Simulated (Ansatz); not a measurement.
Charge-transition levels above the valence-band maximum in metastable zinc-blende AlN (eV), each at one geometry relaxed with PBE and evaluated in Ansatz (a program for electronic structure) with PBE, r2SCAN. Host gaps: PBE 3.31 eV, r2SCAN 3.92 eV. Set-up: 64-site cell; 2×2×2 shifted k-points; charged states image-corrected; no Hubbard U; not converged in cell size; flagged in the runs: for some of the defects a doubtful potential alignment.

```tsv
defect	x: PBE (eV)	y: r2SCAN (eV)
As on the N site (+1/0)	0.65	0.74
Si on the N site (+1/0)	1.52	1.74
Ni on the Al site (0/−1)	2.08	2.16
Eu on the Al site (0/−1)	2.35	2.83
Cr on the Al site (+1/0)	2.36	2.45
Fe on the Al site (0/−1)	2.81	3.21
Cr on the Al site (0/−1)	2.98	3.20
Cu on the Al site (−1/−2)	2.37	?
```

### Question
Fit a straight line to the 7 complete rows and predict the last.

### Answer
Means: x = 2.107, y = 2.333; Sxx = 3.848, Sxy = 4.198. Slope 4.198 / 3.848 = 1.09, intercept 2.333 − 1.09 × 2.107 = 0.04 eV; the rows scatter by 0.16 eV about the line, and R² = 0.97. Prediction: 0.04 + 1.09 × 2.37 = 2.62 eV. The calculation gave 2.75 eV, 0.13 eV above the line, within its scatter.
